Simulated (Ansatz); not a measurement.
BP under load (space group Imm2), Ansatz (a quantum-chemistry and plane-wave program) with r2SCAN with spin-orbit coupling, rigid bands. Condition of this run: uniaxial stress along [110] of 2 GPa (compression positive) (the target of the relaxation). Band gap 1.35 eV, N_c = 2.93e19 cm⁻³ and N_v = 1.19e19 cm⁻³ at 300 K, conductivity masses along z (a = (-0.01, 2.26, 2.27) Å; b = (2.26, -0.01, 2.27) Å; c = (2.26, 2.26, 0.00) Å) of 0.251 mₑ (electrons) and 0.368 mₑ (holes). Take k_BT = 0.02585 eV.

Problem. Find the intrinsic carrier density and the intrinsic Fermi level.

Solution. n_i = √(N_c N_v) exp(−E_g/2k_BT) = 1.87e19 × exp(−26.11) = 8.5e7 cm⁻³. The level lies (k_BT/2) ln(N_v/N_c) = -12 meV from mid-gap (positive towards the conduction band). Each 0.1 eV added to the gap lowers n_i by a factor of 6.9.

Problem. What built-in voltage has an abrupt junction with N_A = 1e17 and N_D = 1e18 cm⁻³, all dopants ionised?

Solution. V_bi = E_g/e − (k_BT/e) ln(N_c N_v/(N_A N_D)) = 1.35 − 0.02585 × 8.16 = 1.14 V, for the computed gap.

Problem. What thermal injection velocity √(2k_BT/πm) limits a ballistic channel along the direction named?

Solution. 1.07e7 cm/s for electrons and 8.87e6 cm/s for holes, a ratio of √(m_h/m_e) = 1.21, for dilute carriers.

Rigid bands with the computed gap; masses take one relaxation time for all states.
